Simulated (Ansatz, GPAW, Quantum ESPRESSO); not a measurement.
**Mg6ZnSb (P1, 8 atoms in the cell) computed with different codes at matched settings**

Self-consistent single point, at a second geometry (atoms moved at random). First geometry:

```yaml
crystal:
  lattice:
    - [5.19379, 0.00000, 0.00000]
    - [0.00000, 3.23540, 5.27750]
    - [0.00000, -3.23540, 5.27750]
  atoms:
    - { symbol: Mg, position: [0.50000, 0.83397, 0.33497] }
    - { symbol: Mg, position: [0.50000, 0.33497, 0.83397] }
    - { symbol: Mg, position: [0.00000, 0.67230, 0.15776] }
    - { symbol: Mg, position: [0.00000, 0.15776, 0.67230] }
    - { symbol: Mg, position: [0.00000, 0.66843, 0.66843] }
    - { symbol: Mg, position: [0.00000, 0.16668, 0.16668] }
    - { symbol: Zn, position: [0.50000, 0.83148, 0.83148] }
    - { symbol: Sb, position: [0.50000, 0.33440, 0.33440] }
```

Second geometry:
```
Mg6ZnSb
1.0
    5.19379     0.00000     0.00000
    0.00000     3.23540     5.27750
    0.00000    -3.23540     5.27750
Mg Zn Sb
6 1 1
Direct
  0.50019   0.83919   0.33029
  0.50639   0.33248   0.82784
  0.99796   0.67389   0.15835
  0.00284   0.15461   0.67462
  0.98857   0.66645   0.67073
  0.99152   0.16043   0.16202
  0.50639   0.84655   0.82961
  0.50613   0.32638   0.34652
```

Shared settings, as Ansatz (a first-principles code) writes them: kpoints.mp_grid.grid = 3 3 3; scf.occupations.method = gaussian; scf.occupations.width = 0.0037 Ry. Potentials and cutoffs stand in the table.

| code | model | ΔF from the first geometry (meV/atom) | pressure (GPa) | largest force (eV/Å) | cutoff |
|---|---|---|---|---|---|
| Quantum ESPRESSO | PBEsol, GBRV 1.5 ultrasoft (PBESOL) pseudopotentials | 5.3 | -1.80 | 0.324 | 50 Ry |
| Ansatz | PBEsol, PAW files made with PBE | 5.3 | -1.67 | 0.324 | default |
| GPAW | PBEsol, GPAW PAW datasets PBEsol (made by gpaw-setup) | 5.3 | -1.70 | 0.323 | 800 eV |

Size of the force on each atom (eV/Å): Sizes of forces hide their directions.

| code | Mg1 | Mg2 | Mg3 | Mg4 | Mg5 | Mg6 | Zn7 | Sb8 |
|---|---|---|---|---|---|---|---|---|
| Quantum ESPRESSO | 0.152 | 0.324 | 0.181 | 0.138 | 0.163 | 0.296 | 0.117 | 0.266 |
| Ansatz | 0.152 | 0.324 | 0.182 | 0.138 | 0.163 | 0.297 | 0.115 | 0.265 |
| GPAW | 0.152 | 0.323 | 0.184 | 0.140 | 0.163 | 0.299 | 0.114 | 0.263 |

On Ansatz's run: spin-orbit coupling is off.

The spread over the programs that give each value: ΔF from the first geometry within 0.0 meV/atom; pressure within 0.13 GPa; largest force within 0.001 eV/Å.

Ansatz's pressure is given at a fixed set of plane waves, as the other plane-wave codes print theirs.

The shared mesh is coarse (it stands for a supercell whose shortest vector is 16 Å), so the values are not converged in it.

The starting cell comes from a database of computed structures (which also holds hypothetical and non-ambient phases and stackings), without a prior relaxation at this level. For this run, on top of that: atoms moved at random.

Left out of this page: CP2K (unsound by tests on forces, stress, charge or solver warnings).

Keys are those of Ansatz 0.2.
